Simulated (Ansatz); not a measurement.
Defect migration in monoclinic ZrO2: O vacancy, neutral cell. Computed with PBE, PAW (plane waves to 420 eV; Ansatz, a quantum-chemistry and plane-wave program).

Cell of 96 host sites held at the relaxed PBE lattice; the Γ point alone; Fermi-Dirac width 0.01 eV, spin-restricted; finite-size errors left in. Static, classical nuclei. The charge state is imposed; whether it is stable for some Fermi level was not computed. Forms of the defect that were not tried may lie lower. The start lies 0.12 eV above the lowest site run (PBE).

Barriers: single points on a 2×2×2 k-point mesh shifted by half a step at the bands' geometries (they differ from the bands' own by up to 0.15 eV, and are uncertain by about as much).

Relaxed starting cell (atoms counted from 1):

```xyz
95
Lattice="10.3787 0.0000 0.0000 0.0000 10.4835 0.0000 -1.8071 0.0000 10.6048" Properties=species:S:1:pos:R:3 pbc="T T T"
Zr     0.7691     2.3610     3.7994
Zr    -0.1153     2.3909     9.0757
Zr     0.7866     7.6319     3.7675
Zr    -0.1168     7.6373     9.0659
Zr     5.9673     2.3875     3.7711
Zr     5.0701     2.3948     9.0681
Zr     5.9741     7.6288     3.7641
Zr     5.0761     7.6325     9.0658
Zr     3.4900     2.8582     1.5445
Zr     2.5763     2.8567     6.8439
Zr     3.4939     8.0902     1.5360
Zr     2.5886     8.0908     6.8429
Zr     8.6770     2.8432     1.5532
Zr     7.7864     2.8511     6.8291
Zr     8.6833     8.0983     1.5360
Zr     7.7793     8.1064     6.8296
Zr     3.0348     5.0099     4.1879
Zr     2.1395     5.0128     9.4935
Zr     3.0299    10.2430     4.1865
Zr     2.1414    10.2528     9.4954
Zr     8.2289     5.0135     4.1926
Zr     7.3300     5.0064     9.4900
Zr     8.2193    10.2572     4.1866
Zr     7.3270    10.2572     9.4905
Zr     1.2322     0.2249     1.1312
Zr     0.3186     0.2197     6.4363
Zr     1.2376     5.4744     1.1177
Zr     0.3326     5.4758     6.4188
Zr     6.4250     0.2313     1.1166
Zr     5.5116     0.2355     6.4201
Zr     6.4308     5.4729     1.1119
Zr     5.5227     5.4712     6.4161
O     -1.3496     0.9332     9.8332
O     -0.4362     6.1497     4.5001
O     -1.3417     6.1534     9.8099
O      4.7318     0.9232     4.5213
O      3.8514     0.9187     9.8196
O      4.7517     6.1539     4.5107
O      3.8504     6.1591     9.8144
O      4.7206     4.3249     0.7894
O      3.8099     4.3235     6.0946
O      4.7155     9.5707     0.7935
O      3.8035     9.5759     6.0951
O      9.9111     4.3084     0.8088
O      8.9885     4.3556     6.1125
O      9.9127     9.5569     0.7760
O      8.9960     9.6148     6.0630
O      4.2641     3.5375     3.4451
O      3.3615     3.5425     8.7389
O      4.2635     8.7801     3.4448
O      3.3713     8.7831     8.7457
O      9.4240     3.4754     3.5021
O      8.5487     3.5284     8.7453
O      9.4762     8.8216     3.4351
O      8.5588     8.7956     8.7268
O     -0.0225     1.6515     1.9378
O     -0.8770     1.7167     7.1429
O      0.0105     6.9479     1.8641
O     -0.8773     6.9777     7.1442
O      5.2054     1.7056     1.8679
O      4.2856     1.7049     7.1638
O      5.2054     6.9466     1.8608
O      4.3022     6.9476     7.1639
O      1.4517     3.9009     5.1719
O      0.5546     3.8938    10.4719
O      1.4595     9.1286     5.1727
O      0.5496     9.1379    10.4764
O      6.6443     3.8946     5.1693
O      5.7430     3.8980    10.4727
O      6.6476     9.1326     5.1727
O      5.7465     9.1413    10.4683
O      2.8134     1.3438     0.1515
O      1.8268     1.3546     5.4207
O      2.8240     6.5862     0.1326
O      1.9189     6.5846     5.4367
O      8.0147     1.3474     0.1408
O      7.1004     1.3409     5.4322
O      8.0165     6.5885     0.1310
O      7.1100     6.5866     5.4317
O      2.3627     1.2763     2.8010
O      1.4807     1.2838     8.1078
O      2.3721     6.5258     2.7846
O      1.4643     6.5113     8.0881
O      7.5637     1.2796     2.7966
O      6.6516     1.2799     8.0856
O      7.5651     6.5192     2.7838
O      6.6661     6.5203     8.0817
O      1.9138     3.9782     2.5130
O      1.0001     3.9679     7.8229
O      1.9122     9.2019     2.5185
O      1.0130     9.1908     7.8339
O      7.1029     3.9687     2.5173
O      6.1959     3.9670     7.8195
O      7.0927     9.2013     2.5074
O      6.1956     9.2121     7.8183
```

End state 1 differs by these moves (Å; atoms that move under 0.08 Å are left out):

```csv
atom,element,Δx,Δy,Δz
45,O,0.04,-0.07,-0.03
47,O,-0.02,0.02,0.09
52,O,0.04,0.07,-0.07
57,O,0.40,-0.75,-2.55
73,O,0.08,-0.01,0.03
81,O,-0.11,-0.02,-0.04
```

Question: Predict the forward and backward barriers to end state 1 from PBE, PAW.

Answer: forward 1.43 eV, backward 1.43 eV; at the saddle point atom 57 has neighbours Zr at 1.98, Zr at 2.24, Zr at 2.43 Å. The program found a first-order saddle point.

End state 2 differs by these moves (Å; atoms that move under 0.08 Å are left out):

```json
[
 {"atom": "47", "element": "O", "Δx": "0.04", "Δy": "-0.10", "Δz": "-0.04"},
 {"atom": "54", "element": "O", "Δx": "0.49", "Δy": "2.52", "Δz": "1.02"},
 {"atom": "56", "element": "O", "Δx": "0.05", "Δy": "0.08", "Δz": "-0.09"},
 {"atom": "73", "element": "O", "Δx": "0.09", "Δy": "-0.01", "Δz": "0.02"},
 {"atom": "94", "element": "O", "Δx": "0.10", "Δy": "0.02", "Δz": "0.03"}
]
```

Question: Estimate the forward and backward barriers to end state 2 that PBE, PAW returns for this input.

Answer: forward 1.87 eV, backward 1.87 eV; at the saddle point atom 54 has neighbours Zr at 1.94, Zr at 2.33 Å. The program found a first-order saddle point.

End state 3 differs by these moves (Å; atoms that move under 0.08 Å are left out):

```json
[
 {"atom": "73", "element": "O", "Δx": "0.09", "Δy": "-0.01", "Δz": "0.01"},
 {"atom": "84", "element": "O", "Δx": "2.37", "Δy": "-0.37", "Δz": "1.71"},
 {"atom": "94", "element": "O", "Δx": "0.05", "Δy": "0.08", "Δz": "0.03"}
]
```

Question: What is the computed forward and backward barriers to end state 3 (PBE, PAW)?

Answer: forward 2.15 eV, backward 2.27 eV; at the saddle point atom 84 has neighbours O at 2.50; Zr at 1.93, Zr at 2.20 Å. The program found a first-order saddle point.
